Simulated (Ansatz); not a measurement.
Hypothetical wurtzite BeS: pressure series

Start from BeS in the wurtzite structure (space group P6_3mc, No. 186; a = 3.4393 Å, c = 5.6672 Å; a hypothetical phase, not in the database extracts checked).

Cell and atoms are relaxed at each pressure.

Levels (all Ansatz, an electronic-structure program, PAW): PBE (420 eV, no spin-orbit coupling); PBEsol (420 eV, no SOC).

The base cell above is that of PBE; each level relaxes its own structures.

| case | band gap, PBE | band gap, PBEsol |
|---|---|---|
| pressure −2 GPa | 3.79 eV | 3.52 eV |
| pressure −1 GPa | 3.75 eV | 3.48 eV |
| pressure 0.3 GPa | 3.69 eV | 3.42 eV |
| pressure 0.7 GPa | 3.68 eV | 3.41 eV |
| pressure 1.5 GPa | 3.65 eV | 3.38 eV |
| pressure 3 GPa | 3.59 eV | 3.32 eV |
| pressure 5 GPa | 3.52 eV | 3.24 eV |
| pressure 7.5 GPa | 3.43 eV | 3.16 eV |
| pressure 10 GPa | 3.34 eV | 3.07 eV |

PBE lies above PBEsol in every row, by 0.27 eV to 0.28 eV. They put the cases in the same order.

Load acts through the strain it causes; cell and atoms are relaxed under it. Whether these cells are dynamically stable was not tested. No other phases were tried under pressure.
